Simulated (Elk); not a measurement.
Band structure of AgPt (P-6m2, 2 atoms in the cell).

```
AgPt
1.0
    2.78305     0.00000     0.00000
   -1.39152     2.41019     0.00000
    0.00000     0.00000     4.79511
Ag Pt
1 1
Direct
  0.00000   0.00000   0.50000
  0.66667   0.33333   0.00000
```

Method of the run: PBEsol, all-electron FP-LAPW, Elk's shipped species files, APW+lo basis with extra local orbitals (Elk).

Settings: xctype = 22; rgkmax = 8; stype = 0; swidth = 0.00367493 Ha; ngridk = 11 11 6; gmaxvr = 16 1/bohr; nxlo = 2; lorbcnd = true; rmtscf = 0.88; lmaxi = 3; maxscl = 100.

The starting cell comes from a database of computed structures (which also holds hypothetical and non-ambient phases and stackings), without a prior relaxation at this level. Spin-orbit coupling is off. Spin polarisation is off. Values depend on the basis (sphere radii, cutoffs, local orbitals), which need not be converged.

Levels in eV from the Fermi level, bands 22 to 29:
```tsv
point	22	23	24	25	26	27	28	29
Γ	-2.80	-2.80	-0.49	-0.47	-0.47	4.36	15.68	16.47
M	-2.26	-0.66	0.70	1.25	3.49	7.33	8.12	9.86
K	-1.92	-1.51	-1.22	4.02	4.90	5.05	10.84	11.01
A	-3.48	-2.36	-2.36	-0.53	-0.53	10.91	12.11	15.70
L	-1.34	-0.90	0.70	1.28	1.56	6.00	6.34	13.91
H	-2.63	-1.65	-0.57	5.00	5.82	6.62	7.10	7.82
```

Bands cross the Fermi level along this path, so the cell is metallic at this level.
